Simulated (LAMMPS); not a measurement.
System: a symmetric tilt boundary about [001] in CdSe (zinc blende), boundary plane (430) of one grain on (4-30) of the other.

Model: classical force field (static), pair style sw, file CdTeZnSeHgS0.sw; code LAMMPS.

The boundary energy (lowest found) is 1.04 J/m², the excess volume is 0.53 Å and the Σ is 25. The rotation about the axis comes out as 73.74 °, the disorientation (full cubic symmetry) is 16.26 ° and the largest excess energy of an atom is 0.66 eV. The lattice constant at 0 K comes out as 6.050 Å. The cost comes out as about 5 core-minutes (a rough figure).

Potential: file CdTeZnSeHgS0.sw of the LAMMPS distribution; its header cites Zhou, Ward, Martin, van Swol, Cruz-Campa, and D. Zubia, Phys. Rev. B, 88, 085309 (2013).

Caution: in zinc blende a boundary also has a polarity, which the axes of the two grains fix.
